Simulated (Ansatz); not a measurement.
The starting structures come from a database of crystals and need not be the phases stable at ambient conditions.

By PBEsol, the system below comes out a metal.

Without scattering a metal conducts by its projected Fermi surface.

Here is the system:

```
CELL_PARAMETERS angstrom
      3.84461     0.00000     0.00000
      0.00000     3.84461     0.00000
      0.00000     0.00000     3.84461
ATOMIC_POSITIONS crystal
  Tl 0.50000 0.50000 0.50000
  Hg 0.00000 0.00000 0.00000
```

The cell is taken as given; by PBEsol it stands under a pressure of -2.2 GPa.

The current flows along the normal of the first two printed cell vectors, the (001) plane of the conventional cell. No spin-orbit coupling; the value is a mean over 0.1 eV about the Fermi level.

Predict the ballistic conductance per area from PBEsol (Ansatz, an electronic-structure program).

0.79 × 10¹⁵ S/m² for both spins.
